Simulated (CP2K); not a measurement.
A self-consistent single point of Li3Mg (I4/mmm, 4 atoms in the cell) with CP2K.

Method: PBEsol, GPW, DZVP-MOLOPT-SR-GTH basis, GTH-PBE potentials (GTH_POTENTIALS) (CP2K 2026.2).

The change in words: lattice scaled by 0.98. Reference geometry:
```xyz
4
Lattice="5.2551 0.0000 0.0000 1.7106 4.9689 0.0000 -3.4829 -2.4845 3.0518" Properties=species:S:1:pos:R:3 pbc="T T T"
Li     3.4829     2.4845     0.0000
Li     0.8553     2.4845     1.5259
Li     2.6276     0.0000     1.5259
Mg     0.0000     0.0000     0.0000
```

Reference input (self-consistent single point, DFT PBEsol, GPW, DZVP-MOLOPT-SR-GTH basis, GTH-PBE potentials (GTH_POTENTIALS)): CUTOFF = 1000 Ry; REL_CUTOFF = 50 Ry; SMEAR/METHOD = FERMI_DIRAC; ELECTRONIC_TEMPERATURE = 580.23 K; KPOINTS/SCHEME = MONKHORST-PACK 11 11 11; XC_FUNCTIONAL = PBE:PBESOL; Li/BASIS_SET = DZVP-MOLOPT-SR-GTH-q3; Li/POTENTIAL = GTH-PBE-q3; Mg/BASIS_SET = DZVP-MOLOPT-SR-GTH-q10; Mg/POTENTIAL = GTH-PBE-q10; METHOD = GPW; EPS_DEFAULT = 1e-10. This run's input differs from it in these lines:

```diff
@@ -65,5 +65,5 @@
     &CELL
-      A 5.25512300 0.00000000 0.00000000
-      B 1.71064900 4.96890300 0.00000000
-      C -3.48288600 -2.48445200 3.05177400
+      A 5.15002000 0.00000000 0.00000000
+      B 1.67643700 4.86952500 0.00000000
+      C -3.41322900 -2.43476200 2.99073800
       PERIODIC XYZ
```

Output, abridged:

```
 SCF WAVEFUNCTION OPTIMIZATION

  Step     Update method      Time    Convergence         Total energy    Change
     1 NoMix/Diag. 0.20E+00      -     1.01040971       -85.7455824481 -8.57E+01
     2 Broy./Diag. 0.20E+00      -     0.02437658       -85.5273510727  2.18E-01
     3 Broy./Diag. 0.20E+00      -     0.08022535       -85.4197814698  1.08E-01
     4 Broy./Diag. 0.20E+00      -     0.00216776       -85.3510707471  6.87E-02
     5 Broy./Diag. 0.20E+00      -     0.00161914       -85.3806958451 -2.96E-02
     6 Broy./Diag. 0.20E+00      -     0.00037663       -85.3824902130 -1.79E-03
     7 Broy./Diag. 0.20E+00      -     0.00035180       -85.3792683489  3.22E-03
     8 Broy./Diag. 0.20E+00      -     0.00002263       -85.3783951167  8.73E-04
     9 Broy./Diag. 0.20E+00      -     0.00003298       -85.3784699020 -7.48E-05
    10 Broy./Diag. 0.20E+00      -     0.00000078       -85.3784991763 -2.93E-05
  *** SCF run converged in    10 steps ***

  Overlap energy of the core charge distribution:               0.00000000000000
  Self energy of the core charge distribution:               -165.38810365261139
  Core Hamiltonian energy:                                     44.14289661496360
  Hartree energy:                                              49.65076484629933
  Exchange-correlation energy:                                -13.78351554885358
  Electronic entropic energy:                                  -0.00054143615131
  Fermi energy:                                                 0.07380430031418

  Total energy:                                               -85.37849917630625
  Total energy (extrapolated to T->0):                        -85.37822845823059

                     Mulliken Population Analysis

   [... lines left out ...]

 STRESS| Analytical stress tensor [bar]
 STRESS|                        x                   y                   z
 STRESS|      x        2.27313421799E+04   3.24592888320E+02  -8.04330389980E+02
 STRESS|      y        3.24592888320E+02   2.25077600608E+04  -5.73747866396E+02
 STRESS|      z       -8.04330389980E+02  -5.73747866396E+02   2.17969189584E+04
 STRESS| 1/3 Trace                                             2.23453403997E+04
```

The run converged in 10 iterations. Against the reference run the free energy goes up by 10.9 meV/atom and the pressure goes from 0.81 to 2.23 GPa.

The starting cell comes from a database of computed structures (which also holds hypothetical and non-ambient phases and stackings), without a prior relaxation at this level. For this run, on top of that: lattice scaled by 0.98. Values carry the incompleteness of an atom-centred basis. The potentials were made for another functional than the one used.

Cost on one core of a shared machine: roughly 60 s.
